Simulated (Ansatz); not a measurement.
Input:

```xyz
2
Lattice="0.0000 2.7032 2.7732 2.7032 0.0000 2.7732 2.7032 2.7032 0.0000" Properties=species:S:1:pos:R:3 pbc="T T T"
Ga     0.0000     0.0000     0.0000
P      1.3516     1.3516     1.3866
```

All values below come from PBEsol with spin-orbit coupling, rigid bands (plane waves, PAW; Ansatz, an electronic-structure program). Condition of this run: uniaxial stress zz = -2 GPa (compression positive) (the target of the relaxation). Geometry: cell and atoms relaxed with PBEsol, then loaded as said.

Problem. What conductivity effective mass do dilute electrons have at 300 K?

Solution. 0.41 (x), 0.41 (y), 0.25 (z) mₑ.

Problem. Predict the hole conductivity mass (n e² τ/σ) at 300 K, by direction if it differs.

Solution. 0.37 (x), 0.37 (y), 0.48 (z) mₑ.

Problem. And the band gap?

Solution. 1.32 eV at this level; semilocal functionals usually fall short of the measured gap.

Rigid bands, one relaxation time for all states, no polarons.
